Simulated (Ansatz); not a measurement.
Take BN in the zinc blende structure (space group F-43m, No. 216; a = 3.606 Å) as the base. Axes: x, y, z lie along the cube axes.

Calculations: Ansatz (a program for electronic structure), PBEsol, PAW, cutoff 420 eV, no spin-orbit coupling.

Strains are applied to the cell and any free atomic positions relax; under biaxial strain the out-of-plane vector relaxes too.

One change was made to it. Results:

| quantity | base | after |
|---|---|---|
| valence-band top at Γ (three highest levels, from the VBM) | 0.00, 0.00, 0.00 eV | 0.00, 0.00, -0.49 eV |
| band gap | 4.30 eV | 3.93 eV |

Question: Which of these changes matches the shifts?
(A) biaxial strain −2.50 %, plane normal [001], relaxed out of plane
(B) biaxial strain −2.00 %, plane normal [001], relaxed out of plane
(C) biaxial strain −3.00 %, plane normal [001], relaxed out of plane
(D) biaxial strain +0.50 %, plane normal [001], relaxed out of plane

Answer: C, biaxial strain −3.00 %, plane normal [001], relaxed out of plane. For comparison, the band gap in the other runs: biaxial strain −2.00 %, plane normal [001], relaxed out of plane gives 4.05 eV; biaxial strain +0.50 %, plane normal [001], relaxed out of plane gives 4.16 eV; biaxial strain −2.50 %, plane normal [001], relaxed out of plane gives 3.99 eV.

Stability against distortions was not tested.
